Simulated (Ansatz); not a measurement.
## Ge well of 16 atomic layers along [001] in random Si0.2Ge0.8, interfaces one step of a layer

Prepared with Tersoff's 1989 multicomponent potential (SiCGe.tersoff) run with LAMMPS: minimisation. Geometry as solved with Ansatz (an electronic-structure program) with PBE, support functions at accuracy medium on the grid of 370 eV.

```xyz
720
Lattice="17.11 0.00 0.00 0.00 17.11 0.00 0.00 0.00 57.50" Properties=species:S:1:pos:R:3 pbc="T T T"
Si    -0.01    -0.01    -0.01
Ge     1.41     1.38     1.39
Ge     2.86     2.84    -0.01
Ge     4.30     4.25     1.44
Ge     2.84    -0.06     2.86
Ge     4.30     1.44     4.23
Ge     0.00     2.83     2.83
Ge     1.41     4.28     4.26
Ge     0.02    -0.05     5.64
Ge     1.39     1.45     7.11
Ge     2.85     2.85     5.68
Ge     4.30     4.26     7.12
Ge     2.86     0.05     8.55
Si     4.30     1.42     9.95
Si    -0.04     2.90     8.48
Ge     1.41     4.26     9.90
Ge    -0.02     0.01    11.37
Ge     1.45     1.41    12.80
Ge     2.87     2.84    11.33
Ge     4.24     4.31    12.81
Ge     2.88    -0.03    14.23
Ge     4.27     1.42    15.69
Ge     0.02     2.84    14.25
Ge     1.44     4.31    15.66
Ge     0.00     0.00    17.14
Ge     1.42     1.44    18.58
Ge     2.85     2.87    17.12
Ge     4.28     4.27    18.58
Ge     2.85     0.01    20.03
Ge     4.28     1.42    21.49
Ge     0.00     2.86    20.03
Ge     1.43     4.28    21.49
Ge     0.00     0.00    22.93
Ge     1.42     1.42    24.38
Ge     2.85     2.85    22.94
Ge     4.28     4.28    24.39
Ge     2.85     0.00    25.84
Ge     4.28     1.43    27.29
Ge     0.00     2.85    25.84
Ge     1.43     4.28    27.29
Ge     0.00     0.00    28.74
Ge     1.42     1.43    30.20
Ge     2.85     2.85    28.74
Ge     4.28     4.28    30.20
Ge     2.85     0.00    31.65
Ge     4.27     1.43    33.10
Ge     0.00     2.85    31.65
Ge     1.43     4.28    33.10
Ge     0.00     0.00    34.55
Ge     1.42     1.43    36.00
Ge     2.85     2.85    34.56
Ge     4.28     4.28    36.01
Ge     2.84     0.00    37.45
Ge     4.27     1.43    38.89
Ge    -0.01     2.85    37.46
Ge     1.42     4.28    38.89
Ge    -0.04    -0.02    40.36
Ge     1.41     1.42    41.77
Ge     2.84     2.85    40.33
Ge     4.29     4.28    41.77
Ge     2.84     0.00    43.22
Ge     4.30     1.42    44.63
Ge    -0.03     2.83    43.21
Ge     1.41     4.28    44.61
Si    -0.05     0.00    46.08
Ge     1.40     1.40    47.46
Ge     2.85     2.85    46.05
Ge     4.31     4.32    47.45
Ge     2.86     0.01    48.90
Ge     4.29     1.44    50.33
Ge    -0.02     2.85    48.89
Ge     1.42     4.28    50.33
Ge    -0.02    -0.02    51.78
Ge     1.42     1.41    53.21
Ge     2.85     2.85    51.77
Ge     4.30     4.28    53.19
Ge     2.85    -0.02    54.65
Ge     4.29     1.42    56.06
Ge    -0.02     2.84    54.65
Ge     1.42     4.28    56.06
Ge    -0.02     5.71    -0.02
Ge     1.42     7.13     1.42
Ge     2.85     8.57    -0.01
Ge     4.29     9.99     1.42
Ge     2.85     5.71     2.85
Ge     4.26     7.17     4.27
Ge    -0.01     8.55     2.89
Si     1.43     9.97     4.27
Ge    -0.06     5.70     5.68
Ge     1.44     7.16     7.05
Si     2.82     8.59     5.63
Ge     4.25     9.96     7.07
Ge     2.87     5.73     8.52
Si     4.26     7.11     9.96
Ge     0.00     8.56     8.50
Ge     1.43     9.96     9.96
Ge     0.03     5.71    11.40
Si     1.44     7.09    12.83
Ge     2.85     8.49    11.40
Ge     4.27     9.96    12.82
Si     2.82     5.72    14.21
Ge     4.25     7.10    15.65
Ge     0.01     8.49    14.25
Ge     1.41     9.97    15.69
Ge    -0.02     5.73    17.11
Ge     1.42     7.13    18.58
Ge     2.85     8.54    17.13
Ge     4.28     9.98    18.56
Ge     2.85     5.70    20.03
Ge     4.27     7.13    21.48
Ge     0.00     8.55    20.03
Ge     1.43     9.98    21.48
Ge     0.00     5.70    22.94
Ge     1.43     7.13    24.39
Ge     2.85     8.55    22.94
Ge     4.28     9.98    24.39
Ge     2.85     5.70    25.84
Ge     4.28     7.13    27.29
Ge     0.00     8.55    25.84
Ge     1.43     9.98    27.29
Ge     0.00     5.70    28.74
Ge     1.43     7.13    30.20
Ge     2.85     8.55    28.74
Ge     4.28     9.98    30.20
Ge     2.85     5.70    31.65
Ge     4.28     7.13    33.10
Ge     0.00     8.55    31.65
Ge     1.43     9.98    33.10
Ge     0.00     5.70    34.56
Ge     1.42     7.13    36.01
Ge     2.85     8.55    34.56
Ge     4.28     9.98    36.01
Ge     2.85     5.71    37.46
Ge     4.29     7.13    38.90
Ge     0.00     8.55    37.46
Ge     1.43     9.98    38.90
Ge    -0.02     5.70    40.35
Ge     1.42     7.14    41.78
Ge     2.87     8.57    40.35
Si     4.28     9.97    41.76
Ge     2.86     5.71    43.21
Ge     4.33     7.11    44.65
Ge    -0.07     8.55    43.19
Ge     1.41     9.97    44.61
Ge    -0.04     5.72    46.02
Ge     1.41     7.12    47.48
Ge     2.86     8.55    46.06
Ge     4.32     9.95    47.51
Ge     2.87     5.72    48.91
Ge     4.30     7.18    50.34
Ge     0.00     8.55    48.92
Ge     1.44     9.96    50.38
Ge    -0.01     5.71    51.77
Ge     1.47     7.16    53.17
Si     2.87     8.56    51.76
Ge     4.27     9.97    53.17
Ge     2.87     5.71    54.63
Ge     4.30     7.12    56.07
Ge     0.01     8.57    54.62
Ge     1.41    10.01    56.07
Ge    -0.02    11.47     0.01
Si     1.38    12.85     1.46
Ge     2.82    14.22     0.04
Ge     4.32    15.63     1.44
Ge     2.80    11.41     2.84
Ge     4.26    12.89     4.24
Si     0.03    14.25     2.86
Si     1.43    15.62     4.25
Ge     0.01    11.42     5.62
Ge     1.45    12.86     7.06
Si     2.84    14.30     5.64
Ge     4.24    15.69     7.07
Ge     2.85    11.41     8.52
Ge     4.29    12.83     9.95
Ge     0.01    14.26     8.53
Ge     1.44    15.69     9.97
Ge     0.01    11.39    11.39
Ge     1.43    12.84    12.82
Ge     2.89    14.28    11.42
Si     4.30    15.66    12.84
Ge     2.85    11.40    14.26
Ge     4.30    12.86    15.65
Ge     0.00    14.26    14.25
Ge     1.43    15.68    15.69
Ge    -0.01    11.40    17.13
Ge     1.43    12.82    18.57
Ge     2.86    14.25    17.13
Ge     4.28    15.68    18.58
Ge     2.85    11.40    20.03
Ge     4.28    12.83    21.47
Ge    -0.01    14.25    20.02
Ge     1.42    15.68    21.47
Ge     0.00    11.41    22.93
Ge     1.43    12.83    24.38
Ge     2.85    14.26    22.92
Ge     4.28    15.68    24.38
Ge     2.85    11.41    25.84
Ge     4.28    12.83    27.29
Ge     0.00    14.26    25.83
Ge     1.43    15.68    27.29
Ge     0.00    11.41    28.74
Ge     1.43    12.83    30.20
Ge     2.85    14.26    28.74
Ge     4.28    15.68    30.20
Ge     2.85    11.40    31.65
Ge     4.28    12.83    33.10
Ge     0.00    14.26    31.65
Ge     1.42    15.68    33.10
Ge     0.00    11.40    34.55
Ge     1.42    12.83    36.00
Ge     2.85    14.26    34.55
Ge     4.28    15.68    36.01
Ge     2.84    11.41    37.45
Ge     4.28    12.81    38.90
Ge     0.00    14.25    37.46
Ge     1.42    15.68    38.90
Ge    -0.04    11.37    40.36
Ge     1.41    12.82    41.77
Ge     2.85    14.25    40.34
Ge     4.28    15.68    41.79
Ge     2.87    11.38    43.17
Ge     4.28    12.83    44.63
Ge    -0.05    14.26    43.20
Ge     1.36    15.71    44.66
Ge    -0.02    11.43    46.02
Ge     1.41    12.82    47.49
Ge     2.83    14.26    46.06
Ge     4.30    15.69    47.47
Ge     2.86    11.39    48.93
Ge     4.30    12.83    50.34
Ge    -0.04    14.29    48.88
Ge     1.42    15.68    50.33
Ge    -0.01    11.42    51.78
Ge     1.42    12.84    53.22
Ge     2.85    14.25    51.77
Ge     4.28    15.67    53.20
Ge     2.86    11.40    54.63
Ge     4.29    12.83    56.08
Ge    -0.06    14.23    54.67
Ge     1.38    15.68    56.10
Ge     5.72    -0.02    -0.01
Ge     7.14     1.44     1.43
Ge     8.61     2.82    -0.03
Ge    10.01     4.29     1.43
Ge     8.60     0.02     2.86
Si    10.01     1.45     4.23
Si     5.71     2.84     2.82
Ge     7.13     4.27     4.19
Ge     5.73     0.01     5.68
Si     7.14     1.42     7.08
Ge     8.55     2.81     5.64
Ge     9.96     4.25     7.10
Ge     8.53     0.01     8.48
Ge     9.97     1.42     9.94
Ge     5.75     2.81     8.55
Si     7.11     4.27     9.95
Ge     5.65    -0.01    11.39
Ge     7.11     1.43    12.80
Ge     8.52     2.88    11.35
Ge     9.98     4.28    12.80
Ge     8.54     0.00    14.25
Ge     9.98     1.42    15.69
Ge     5.69     2.87    14.24
Ge     7.13     4.27    15.69
Ge     5.70    -0.01    17.13
Ge     7.13     1.42    18.58
Ge     8.56     2.85    17.14
Ge     9.98     4.28    18.58
Ge     8.56    -0.01    20.02
Ge     9.98     1.42    21.48
Ge     5.70     2.85    20.03
Ge     7.13     4.28    21.48
Ge     5.70     0.00    22.93
Ge     7.13     1.42    24.39
Ge     8.55     2.85    22.93
Ge     9.98     4.28    24.38
Ge     8.55     0.00    25.84
Ge     9.98     1.43    27.29
Ge     5.70     2.85    25.84
Ge     7.13     4.28    27.29
Ge     5.70     0.00    28.74
Ge     7.13     1.42    30.20
Ge     8.55     2.85    28.74
Ge     9.98     4.28    30.20
Ge     8.55     0.00    31.65
Ge     9.98     1.43    33.10
Ge     5.70     2.85    31.65
Ge     7.13     4.28    33.10
Ge     5.70     0.00    34.55
Ge     7.13     1.42    36.00
Ge     8.56     2.86    34.56
Ge     9.99     4.28    36.01
Ge     8.55     0.01    37.46
Ge     9.95     1.45    38.93
Ge     5.71     2.85    37.46
Ge     7.17     4.24    38.92
Ge     5.70     0.01    40.34
Ge     7.16     1.45    41.76
Si     8.57     2.86    40.35
Ge     9.95     4.29    41.78
Ge     8.55    -0.02    43.23
Ge     9.96     1.46    44.66
Ge     5.73     2.88    43.22
Ge     7.17     4.33    44.67
Ge     5.76    -0.02    46.04
Ge     7.18     1.46    47.46
Si     8.57     2.89    46.06
Ge    10.00     4.26    47.48
Ge     8.61     0.04    48.93
Si    10.03     1.44    50.32
Ge     5.72     2.87    48.89
Ge     7.15     4.29    50.32
Ge     5.72     0.01    51.78
Ge     7.18     1.42    53.20
Ge     8.60     2.83    51.73
Ge     9.99     4.26    53.21
Ge     8.63    -0.01    54.65
Si    10.02     1.39    56.09
Ge     5.74     2.86    54.63
Ge     7.17     4.29    56.07
Ge     5.75     5.71     0.03
Si     7.17     7.09     1.44
Ge     8.56     8.50     0.00
Ge     9.94    10.02     1.41
Si     8.54     5.69     2.80
Ge     9.94     7.10     4.23
Ge     5.75     8.53     2.82
Ge     7.16    10.02     4.22
Ge     5.71     5.70     5.67
Ge     7.12     7.12     7.11
Ge     8.56     8.56     5.68
Ge    10.03     9.95     7.12
Ge     8.53     5.67     8.55
Ge    10.00     7.14     9.93
Ge     5.65     8.53     8.54
Ge     7.11     9.98     9.94
Ge     5.69     5.70    11.33
Ge     7.13     7.12    12.79
Ge     8.57     8.57    11.37
Ge     9.99    10.03    12.80
Ge     8.55     5.70    14.24
Ge     9.98     7.14    15.69
Ge     5.71     8.55    14.25
Ge     7.15     9.99    15.69
Ge     5.69     5.70    17.12
Ge     7.12     7.13    18.58
Ge     8.55     8.56    17.14
Ge     9.98     9.99    18.58
Ge     8.55     5.70    20.03
Ge     9.98     7.13    21.47
Ge     5.70     8.56    20.03
Ge     7.13     9.98    21.48
Ge     5.70     5.70    22.93
Ge     7.13     7.13    24.38
Ge     8.56     8.55    22.93
Ge     9.98     9.98    24.39
Ge     8.55     5.70    25.84
Ge     9.98     7.13    27.29
Ge     5.70     8.55    25.84
Ge     7.13     9.98    27.29
Ge     5.70     5.70    28.74
Ge     7.13     7.13    30.20
Ge     8.55     8.55    28.74
Ge     9.98     9.98    30.20
Ge     8.55     5.70    31.65
Ge     9.98     7.13    33.10
Ge     5.70     8.55    31.65
Ge     7.13     9.98    33.11
Ge     5.70     5.70    34.55
Ge     7.13     7.12    36.01
Ge     8.56     8.55    34.56
Ge     9.99     9.98    36.01
Ge     8.56     5.70    37.46
Ge     9.97     7.15    38.92
Ge     5.71     8.55    37.45
Ge     7.15     9.94    38.93
Ge     5.74     5.70    40.33
Ge     7.18     7.13    41.77
Si     8.56     8.54    40.34
Ge     9.96     9.95    41.75
Si     8.56     5.70    43.21
Ge     9.99     7.04    44.64
Ge     5.70     8.57    43.17
Ge     7.14     9.97    44.62
Si     5.75     5.74    46.08
Si     7.09     7.12    47.50
Ge     8.53     8.49    46.07
Ge     9.97     9.96    47.48
Ge     8.56     5.75    48.89
Si     9.94     7.15    50.35
Si     5.74     8.52    48.90
Ge     7.15     9.92    50.32
Ge     5.73     5.73    51.77
Ge     7.20     7.17    53.18
Si     8.60     8.54    51.73
Ge     9.98     9.97    53.16
Ge     8.61     5.74    54.66
Si    10.02     7.11    56.10
Ge     5.71     8.56    54.62
Ge     7.14     9.98    56.07
Ge     5.75    11.44     0.04
Si     7.14    12.84     1.47
Ge     8.55    14.23     0.03
Ge    10.03    15.70     1.40
Si     8.54    11.45     2.81
Ge     9.96    12.86     4.21
Si     5.74    14.23     2.83
Ge     7.15    15.64     4.25
Ge     5.69    11.42     5.66
Ge     7.17    12.85     7.06
Si     8.56    14.25     5.64
Ge     9.96    15.67     7.04
Ge     8.57    11.39     8.52
Ge    10.01    12.81     9.96
Ge     5.70    14.26     8.50
Ge     7.12    15.70     9.95
Ge     5.70    11.41    11.40
Ge     7.10    12.87    12.85
Ge     8.56    14.26    11.39
Ge    10.01    15.65    12.86
Ge     8.59    11.46    14.28
Si    10.02    12.86    15.67
Si     5.68    14.29    14.23
Ge     7.10    15.65    15.66
Ge     5.71    11.42    17.12
Ge     7.14    12.83    18.57
Ge     8.58    14.23    17.09
Ge     9.98    15.67    18.56
Ge     8.55    11.41    20.03
Ge     9.98    12.83    21.49
Ge     5.71    14.26    20.02
Ge     7.13    15.68    21.48
Ge     5.70    11.41    22.93
Ge     7.13    12.83    24.39
Ge     8.55    14.26    22.94
Ge     9.98    15.68    24.39
Ge     8.55    11.40    25.84
Ge     9.98    12.83    27.29
Ge     5.70    14.26    25.84
Ge     7.13    15.68    27.29
Ge     5.70    11.40    28.74
Ge     7.13    12.83    30.20
Ge     8.55    14.26    28.74
Ge     9.98    15.68    30.20
Ge     8.55    11.40    31.65
Ge     9.98    12.83    33.10
Ge     5.70    14.26    31.65
Ge     7.13    15.68    33.10
Ge     5.70    11.40    34.55
Ge     7.13    12.82    36.01
Ge     8.55    14.26    34.56
Ge     9.98    15.69    36.01
Ge     8.55    11.39    37.47
Ge     9.99    12.82    38.89
Ge     5.71    14.25    37.46
Ge     7.13    15.68    38.90
Ge     5.68    11.37    40.36
Ge     7.12    12.83    41.77
Ge     8.57    14.25    40.34
Ge    10.01    15.66    41.81
Ge     8.57    11.41    43.20
Ge     9.98    12.89    44.63
Ge     5.74    14.28    43.24
Si     7.17    15.67    44.65
Ge     5.72    11.41    46.07
Ge     7.17    12.87    47.45
Si     8.55    14.29    46.03
Ge     9.96    15.66    47.47
Ge     8.57    11.41    48.92
Ge    10.00    12.80    50.40
Ge     5.73    14.27    48.91
Ge     7.16    15.69    50.36
Ge     5.75    11.40    51.78
Si     7.13    12.82    53.20
Ge     8.57    14.26    51.84
Si     9.99    15.71    53.20
Ge     8.54    11.41    54.59
Ge     9.97    12.83    56.04
Ge     5.73    14.23    54.61
Ge     7.16    15.66    56.06
Si    11.41     0.04     0.00
Si    12.75     1.42     1.42
Ge    14.19     2.82     0.03
Ge    15.66     4.27     1.42
Ge    14.21     0.01     2.79
Ge    15.66     1.41     4.26
Si    11.40     2.82     2.83
Ge    12.82     4.24     4.25
Ge    11.41     0.04     5.65
Si    12.83     1.42     7.08
Ge    14.26     2.85     5.74
Si    15.66     4.29     7.14
Ge    14.24     0.04     8.49
Ge    15.70     1.47     9.90
Ge    11.44     2.82     8.50
Ge    12.86     4.29     9.92
Ge    11.39    -0.01    11.39
Ge    12.83     1.42    12.81
Ge    14.27     2.86    11.38
Ge    15.70     4.29    12.83
Ge    14.21    -0.04    14.28
Ge    15.67     1.41    15.69
Ge    11.41     2.85    14.25
Ge    12.83     4.28    15.70
Ge    11.43    -0.04    17.10
Ge    12.83     1.40    18.57
Ge    14.26     2.85    17.14
Ge    15.69     4.28    18.57
Ge    14.26     0.00    20.03
Ge    15.68     1.43    21.48
Ge    11.40     2.84    20.02
Ge    12.83     4.27    21.47
Ge    11.41     0.00    22.93
Ge    12.83     1.43    24.39
Ge    14.26     2.85    22.93
Ge    15.68     4.28    24.39
Ge    14.26     0.00    25.84
Ge    15.68     1.43    27.29
Ge    11.40     2.85    25.84
Ge    12.83     4.28    27.29
Ge    11.40     0.00    28.74
Ge    12.83     1.43    30.20
Ge    14.26     2.85    28.74
Ge    15.68     4.28    30.20
Ge    14.26     0.00    31.65
Ge    15.68     1.43    33.11
Ge    11.41     2.85    31.65
Ge    12.83     4.28    33.10
Ge    11.40     0.00    34.55
Ge    12.82     1.43    36.00
Ge    14.25     2.86    34.56
Ge    15.68     4.29    36.02
Ge    14.25     0.01    37.45
Ge    15.65     1.45    38.93
Ge    11.40     2.85    37.46
Ge    12.84     4.26    38.92
Ge    11.40     0.02    40.35
Ge    12.86     1.47    41.76
Si    14.25     2.87    40.33
Ge    15.64     4.25    41.77
Ge    14.28    -0.01    43.17
Ge    15.64     1.42    44.69
Ge    11.43     2.89    43.23
Si    12.83     4.28    44.68
Ge    11.41     0.00    46.06
Ge    12.82     1.47    47.49
Si    14.20     2.87    46.04
Ge    15.63     4.25    47.43
Ge    14.27    -0.02    48.87
Ge    15.66     1.42    50.34
Si    11.37     2.83    48.92
Ge    12.77     4.25    50.32
Ge    11.39     0.03    51.79
Si    12.81     1.42    53.21
Ge    14.19     2.82    51.79
Ge    15.66     4.26    53.20
Ge    14.22     0.02    54.61
Ge    15.66     1.39    56.10
Ge    11.40     2.80    54.65
Ge    12.79     4.28    56.09
Si    11.38     5.71    -0.02
Ge    12.80     7.13     1.37
Ge    14.23     8.59    -0.04
Ge    15.68     9.99     1.42
Ge    14.25     5.73     2.85
Si    15.67     7.12     4.26
Ge    11.38     8.57     2.82
Ge    12.84     9.99     4.26
Ge    11.39     5.69     5.68
Ge    12.85     7.10     7.15
Ge    14.27     8.52     5.67
Ge    15.68    10.00     7.07
Si    14.29     5.67     8.51
Ge    15.67     7.10     9.92
Si    11.42     8.54     8.53
Ge    12.78     9.99     9.95
Ge    11.42     5.70    11.37
Ge    12.84     7.13    12.82
Ge    14.25     8.55    11.36
Ge    15.69     9.95    12.82
Ge    14.29     5.73    14.29
Si    15.69     7.13    15.69
Ge    11.40     8.57    14.24
Ge    12.83     9.98    15.70
Ge    11.40     5.71    17.14
Ge    12.84     7.13    18.57
Ge    14.29     8.53    17.11
Ge    15.68     9.97    18.58
Ge    14.26     5.70    20.03
Ge    15.68     7.13    21.48
Ge    11.42     8.56    20.02
Ge    12.83     9.98    21.48
Ge    11.40     5.70    22.92
Ge    12.83     7.13    24.38
Ge    14.26     8.56    22.93
Ge    15.68     9.98    24.39
Ge    14.25     5.70    25.84
Ge    15.68     7.13    27.29
Ge    11.40     8.55    25.84
Ge    12.83     9.98    27.29
Ge    11.40     5.70    28.74
Ge    12.83     7.13    30.20
Ge    14.26     8.55    28.74
Ge    15.68     9.98    30.20
Ge    14.26     5.70    31.65
Ge    15.68     7.13    33.10
Ge    11.41     8.55    31.65
Ge    12.83     9.98    33.10
Ge    11.41     5.70    34.55
Ge    12.83     7.13    36.01
Ge    14.26     8.55    34.56
Ge    15.69     9.98    36.01
Ge    14.25     5.72    37.48
Ge    15.66     7.17    38.94
Ge    11.42     8.56    37.47
Ge    12.87     9.95    38.93
Ge    11.40     5.71    40.34
Ge    12.86     7.14    41.77
Si    14.28     8.57    40.38
Si    15.65     9.96    41.76
Ge    14.24     5.69    43.25
Si    15.66     7.12    44.62
Ge    11.39     8.54    43.20
Ge    12.83     9.98    44.62
Si    11.42     5.64    46.04
Ge    12.78     7.09    47.46
Ge    14.25     8.51    46.04
Ge    15.67     9.98    47.47
Ge    14.22     5.67    48.90
Ge    15.65     7.12    50.34
Ge    11.37     8.52    48.94
Ge    12.79     9.99    50.36
Ge    11.35     5.72    51.74
Ge    12.80     7.13    53.21
Ge    14.23     8.56    51.79
Ge    15.66    10.00    53.21
Ge    14.23     5.69    54.63
Ge    15.67     7.14    56.03
Ge    11.39     8.56    54.69
Si    12.82     9.99    56.06
Ge    11.42    11.40    -0.04
Ge    12.81    12.86     1.43
Ge    14.27    14.26    -0.02
Ge    15.73    15.68     1.42
Ge    14.28    11.45     2.85
Si    15.73    12.86     4.22
Si    11.39    14.27     2.82
Ge    12.81    15.65     4.23
Ge    11.42    11.43     5.68
Si    12.84    12.84     7.07
Ge    14.27    14.21     5.65
Ge    15.67    15.67     7.09
Ge    14.21    11.42     8.49
Ge    15.67    12.82     9.95
Ge    11.42    14.24     8.47
Ge    12.83    15.69     9.93
Si    11.40    11.41    11.38
Ge    12.78    12.83    12.82
Ge    14.23    14.25    11.38
Ge    15.66    15.69    12.82
Ge    14.25    11.40    14.24
Ge    15.66    12.84    15.69
Si    11.40    14.24    14.30
Si    12.79    15.64    15.66
Ge    11.38    11.43    17.11
Ge    12.82    12.84    18.57
Ge    14.22    14.28    17.10
Ge    15.67    15.68    18.57
Ge    14.25    11.41    20.02
Ge    15.68    12.83    21.47
Ge    11.40    14.26    20.03
Ge    12.83    15.68    21.48
Ge    11.40    11.41    22.94
Ge    12.83    12.83    24.39
Ge    14.25    14.25    22.93
Ge    15.68    15.68    24.38
Ge    14.26    11.41    25.84
Ge    15.68    12.83    27.29
Ge    11.41    14.26    25.84
Ge    12.83    15.68    27.29
Ge    11.40    11.40    28.74
Ge    12.83    12.83    30.20
Ge    14.26    14.26    28.74
Ge    15.68    15.68    30.20
Ge    14.25    11.41    31.65
Ge    15.68    12.83    33.10
Ge    11.40    14.26    31.65
Ge    12.83    15.68    33.10
Ge    11.40    11.41    34.55
Ge    12.83    12.83    36.01
Ge    14.26    14.26    34.56
Ge    15.68    15.68    36.01
Ge    14.26    11.40    37.46
Ge    15.67    12.83    38.91
Ge    11.41    14.26    37.45
Ge    12.83    15.70    38.90
Ge    11.42    11.40    40.34
Ge    12.82    12.85    41.80
Ge    14.26    14.29    40.36
Si    15.68    15.68    41.77
Ge    14.29    11.40    43.19
Si    15.68    12.83    44.61
Si    11.41    14.25    43.21
Ge    12.82    15.67    44.59
Ge    11.40    11.42    46.05
Ge    12.84    12.84    47.48
Ge    14.30    14.26    46.03
Si    15.69    15.70    47.44
Ge    14.24    11.40    48.92
Ge    15.65    12.86    50.35
Ge    11.40    14.25    48.93
Ge    12.84    15.67    50.36
Si    11.41    11.39    51.79
Ge    12.82    12.84    53.18
Si    14.23    14.24    51.77
Ge    15.63    15.64    53.18
Ge    14.23    11.42    54.68
Si    15.65    12.83    56.08
Ge    11.38    14.31    54.61
Ge    12.80    15.73    56.08
```
